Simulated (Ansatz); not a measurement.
Take Mg₂Ge in the anti-fluorite structure (space group Fm-3m, No. 225; a = 6.421 Å) as the base.

The values are results of PBE in Ansatz (plane waves to 420 eV, PAW, no spin-orbit coupling), not measurements.

One change was made to it. Results:

```
quantity                base    after
-------------------  -------  -------
band gap             0.17 eV  0.20 eV
lattice parameter a  6.421 Å  6.517 Å
```

**Question.** Which of these changes matches the shifts?
A. pressure 15 GPa
B. pressure 9 GPa
C. pressure −2 GPa
D. pressure −1 GPa

**Answer.** C, pressure −2 GPa. For comparison, the lattice parameter a in the other runs: pressure 15 GPa gives 6.007 Å; pressure 9 GPa gives 6.135 Å; pressure −1 GPa gives 6.467 Å.

The mesh was chosen for an insulator and is coarse for the gapless case. Load acts through the strain it causes; cell and atoms are relaxed under it. Whether these cells are dynamically stable was not tested. Competing high-pressure phases were not computed. The final runs are not spin-polarised. The zero or small gap of Mg2Ge can change with the level of theory.

Ansatz is a program for electronic structure.
